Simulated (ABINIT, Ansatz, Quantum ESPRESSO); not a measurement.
Code comparison for GaIr (Pm-3m, 2 atoms in the cell)

Self-consistent single point.

```yaml
crystal:
  lattice:
    - [3.02850, 0.00000, 0.00000]
    - [0.00000, 3.02850, 0.00000]
    - [0.00000, 0.00000, 3.02850]
  atoms:
    - { symbol: Ga, position: [0.00000, 0.00000, 0.00000] }
    - { symbol: Ir, position: [0.50000, 0.50000, 0.50000] }
```

Shared settings, as Ansatz (an electronic-structure program) writes them: kpoints.mp_grid.grid = 9 9 9; magnetization.spin_orbit = true; scf.occupations.method = gaussian; scf.occupations.width = 0.0073 Ry. Potentials and cutoffs stand in the table.

| code | model | pressure (GPa) | cutoff |
|---|---|---|---|
| Ansatz | PBEsol with spin-orbit coupling, PAW files made with PBE | -1.93 | 30.9 Ry |
| Quantum ESPRESSO | PBEsol, spin-orbit coupling, PseudoDojo fully relativistic norm-conserving (PBESOL) pseudopotentials | -1.27 | 80 Ry |
| ABINIT | PBEsol, spin-orbit coupling, norm-conserving pseudopotentials (PseudoDojo nc-fr-04 PBEsol standard) | -1.27 | 40 Ha |

The spread over the programs that give each value: pressure within 0.66 GPa.

Ansatz's pressure is given at a fixed set of plane waves, as the other plane-wave codes print theirs; with its correction for the finite basis it is -1.76 GPa.

The starting cell comes from a database of computed structures (which also holds hypothetical and non-ambient phases and stackings), without a prior relaxation at this level.

Left out of this page: Elk and SIESTA (not drawn, or without a comparable value); FLEUR (failed or unconverged).

Keys are those of Ansatz 0.2.
